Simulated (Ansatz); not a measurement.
SrHfN2 (model structure, started from the LiVN2 type, Pna2₁, No. 33, 16 atoms in the cell) was calculated with r²SCAN (PAW; Ansatz, a quantum-chemistry and plane-wave program).

Run with plane-wave cutoff 560 eV, 6×6×6 k mesh, Fermi–Dirac smearing 0.01 eV, scalar-relativistic PAW data made under PBE.

Cell (relaxed with PBEsol):

```
HfSrN2
1.0
    6.36595     0.00000     0.00000
    0.00000     7.85280     0.00000
    0.00000     0.00000     5.67876
Sr Hf N
4 4 8
Direct
  0.58266   0.87954   0.98180
  0.41734   0.12046   0.48180
  0.91734   0.37954   0.48180
  0.08266   0.62046   0.98180
  0.56483   0.37368   0.00002
  0.43517   0.62632   0.50002
  0.93517   0.87368   0.50002
  0.06483   0.12632   0.00002
  0.54732   0.40641   0.35383
  0.45268   0.59359   0.85383
  0.95268   0.90641   0.85383
  0.04732   0.09359   0.35383
  0.61887   0.83833   0.43436
  0.38113   0.16167   0.93436
  0.88113   0.33833   0.93436
  0.11887   0.66167   0.43436
```

Task: What does this level give for the band gap?

Result: 
band gap: 2.68 eV

Note: the relaxation could raise the start's symmetry but not lower it, so the cell can be a saddle point; cell and atoms aren't relaxed at this level (largest force component 0.07 eV/Å, pressure 2.1 GPa).

Spin–orbit coupling is not included.

Computing time: roughly 12 core-minutes.

A model structure was made by putting elements into a prototype or built by hand; it is no filed structure, need not be a known phase, and can be a saddle point held by its symmetry.
